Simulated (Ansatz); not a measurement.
**CdCu2GeSe4 under a change: uniaxial strain ε_zz = +3.00 %**

Consider CdCu₂GeSe₄ (space group I-42m, No. 121; a = 5.730 Å, c = 11.024 Å). Axes: x, y, z lie along a, b, c of the conventional cell.

Now apply this change: uniaxial strain ε_zz = +3.00 %, all other strain components held at zero; the atoms relax in the strained cell.

Method: PBEsol, PAW, 420 eV (Ansatz, a first-principles code; without spin-orbit coupling). Settings: 8×8×8 k-points, 0.05 eV Fermi–Dirac smearing.

| quantity | base | changed | shift |
|---|---|---|---|
| space group | I-42m (No. 121) | I-42m (No. 121) | – |
| shortest interatomic distance | 2.382 Å | 2.407 Å | +0.025 Å |
| energy relative to the base (free energy F) | 0 meV/atom | +5.1 meV/atom | +5.1 meV/atom |
| pressure (mean of the normal stresses, compression positive) | 0.0 GPa | -1.8 GPa | -1.8 GPa |
| band gap | zero | zero | – |
| stress (xx, yy, zz, yz, xz, xy; compression positive) (rough) | – | (-1.5, -1.5, -2.3, 0.0, 0.0, 0.0) GPa | – |

Final structure:

```yaml
crystal:
  lattice:
    - [-2.86511, 2.86511, 5.67742]
    - [2.86511, -2.86511, 5.67742]
    - [2.86511, 2.86511, -5.67742]
  atoms:
    - { symbol: Ge, position: [0.50000, 0.50000, 0.00000] }
    - { symbol: Cu, position: [0.25000, 0.75000, 0.50000] }
    - { symbol: Cu, position: [0.75000, 0.25000, 0.50000] }
    - { symbol: Se, position: [0.40337, 0.40337, 0.53432] }
    - { symbol: Se, position: [0.59663, 0.13095, 0.00000] }
    - { symbol: Se, position: [0.86905, 0.86905, 0.46568] }
    - { symbol: Se, position: [0.13095, 0.59663, 0.00000] }
    - { symbol: Cd, position: [0.00000, 0.00000, 0.00000] }
```

The mesh was chosen for an insulator and is coarse for the gapless case. Without a gap, meshes like the base's 8×8×8 leave anisotropic stresses uncertain by several tenths of a GPa, and small strain energies with them. Whether these cells are dynamically stable was not tested. All final runs are without spin polarisation. Gaps under 0.05 eV, about the width of the smearing, are given as zero. The zero or small gap of CdCu2GeSe4 can change with the level of theory.
